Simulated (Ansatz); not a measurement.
Ansatz (a program for electronic structure) run on InSe (Cm, 4 atoms in the cell): self-consistent single point.

Method of the run: PBEsol, default PAW files made with PBE (plane waves; Ansatz).

The change in words: lattice scaled by 0.98; kpoints.mp_grid.grid: 6 6 4 → 10 10 8. Reference geometry:
```
InSe
1.0
    5.85553    -2.06492     0.00000
    5.85553     2.06492     0.00000
   -1.73185     0.00000     4.79521
In Se
2 2
Direct
  0.11334   0.11334   0.96359
  0.88820   0.88820   0.04684
  0.33907   0.33907   0.33104
  0.66093   0.66093   0.66896
```

Reference input (self-consistent single point, DFT, PBEsol, plane waves, default PAW files made with PBE): basis.ecutwfc = 420 eV; kpoints.mp_grid.grid = 6 6 4; hamiltonian.xc = pbesol; hamiltonian.pseudopotentials = {kind: paw} (the program's default PAW files); scf.occupations.method = fixed. This run's input differs from it in these lines:

Ansatz 0.2 input:
```diff
@@ -2,10 +2,10 @@
   lattice:
-    - [5.85552700, -2.06492300, 0.00000000]
-    - [5.85552700, 2.06492300, 0.00000000]
-    - [-1.73184800, 0.00000000, 4.79520900]
+    - [5.73841600, -2.02362500, 0.00000000]
+    - [5.73841600, 2.02362500, 0.00000000]
+    - [-1.69721100, 0.00000000, 4.69930500]
   atoms:
-    - { symbol: In, position_ang: [-0.34143194, -0.00000000, 4.62060105] }
-    - { symbol: In, position_ang: [10.32063840, -0.00000000, 0.22460759] }
-    - { symbol: Se, position_ang: [3.39755612, -0.00000000, 1.58740599] }
-    - { symbol: Se, position_ang: [6.58164988, 0.00000000, 3.20780301] }
+    - { symbol: In, position_ang: [-0.33460336, -0.00000000, 4.52818921] }
+    - { symbol: In, position_ang: [10.11422482, -0.00000000, 0.22011545] }
+    - { symbol: Se, position_ang: [3.32960470, 0.00000000, 1.55565793] }
+    - { symbol: Se, position_ang: [6.45001630, 0.00000000, 3.14364707] }
 basis:
@@ -13,3 +13,3 @@
 kpoints:
-  mp_grid: { grid: [6, 6, 4] }
+  mp_grid: { grid: [10, 10, 8] }
 hamiltonian:
```

Output (repeated stretches shortened):

```
SCF iter   1: F=—  HF=-21901.066546 eV  |F-HF|=—  |Δ(HF+E_count)|=         —  Δρ=3.60e-3  dr2=1.91e-2  ethr=1.77e-3  ⟨swp⟩=5.0  Hψ=28135  notcnv=0  defer=870
all-band conjugate gradients solve this SCF's bands
preconditioner: auto → Resta (q_TF=auto, 2.455 Å⁻¹)
SCF iter   2: F=—  HF=-21901.059239 eV  |F-HF|=—  |Δ(HF+E_count)|=   7.31e-3  Δρ=1.53e-3  dr2=2.75e-3  ethr=3.29e-5  ⟨swp⟩=3.0  Hψ=16502  notcnv=0  defer=908
   [... lines left out ...]
SCF iter   4: F=—  HF=-21901.058793 eV  |F-HF|=—  |Δ(HF+E_count)|=   4.07e-5  Δρ=1.64e-4  dr2=3.57e-5  ethr=4.00e-7  ⟨swp⟩=2.0  Hψ=9117  notcnv=0  defer=902
SCF iter   5: F=—  HF=-21901.058845 eV  |F-HF|=—  |Δ(HF+E_count)|=   5.21e-5  Δρ=3.19e-5  dr2=1.55e-6  ethr=6.15e-8  ⟨swp⟩=3.0  Hψ=14132  notcnv=0  defer=375
SCF iter   6: F=—  HF=-21901.058846 eV  |F-HF|=—  |Δ(HF+E_count)|=   1.25e-6  Δρ=8.50e-6  dr2=9.70e-8  ethr=1.72e-10  ⟨swp⟩=8.8  Hψ=49315  notcnv=0
SCF iter   7: F=-21901.058846 eV  HF=-21901.058846 eV  |F-HF|=6.64e-9  |Δ(HF+E_count)|=   3.30e-9  Δρ=3.28e-6  dr2=1.32e-8  ethr=1.67e-10  ⟨swp⟩=4.1  Hψ=28783  notcnv=0
SCF 1 converged in 7 iterations: F = -21901.058846 eV  dr2 = 1.32e-8
Free energy (F): -21901.058846 eV
Internal energy: -21901.058846 eV  (E = F + TS)
E sigma→0 (E₀):  -21901.058846 eV
Fermi energy:    7.673548 eV
--- Forces (eV/Å), atoms counted from 1 ---
  atom   1  In    -0.14676675     0.00000000    -0.19856311
  atom   2  In     0.13292653     0.00000000    -0.08254416
  atom   3  Se     0.07395208     0.00000000     0.56333075
  atom   4  Se    -0.06010907     0.00000000    -0.28223622
--- Stress (GPa, compression-positive) ---
        1.596107       0.000000       0.453620
        0.000000       1.067231       0.000000
        0.453621       0.000000       1.025487
  P = ⅓ Tr σ = 1.2296 GPa (12.296 kbar)
  The stress holds the Pulay correction. Without it, at fixed plane waves, as pw.x and ABINIT print it: P = 1.1985 GPa
```

The run converged in 7 iterations. Against the reference run the free energy falls by 4.7 meV/atom, the pressure goes from -1.90 to 1.23 GPa, the largest force goes from 0.258 to 0.568 eV/Å and the gap on the mesh goes from 1.097 to 1.152 eV.

The starting cell comes from a database of computed structures (which also holds hypothetical and non-ambient phases and stackings), without a prior relaxation at this level. Its lattice was rescaled by up to half a per cent. One atom was moved a little off its site on purpose. For this run, on top of that: lattice scaled by 0.98. Ansatz's pressure includes its estimate of the finite-basis (Pulay) stress.

Cost on one core of a shared machine: roughly 40 s.
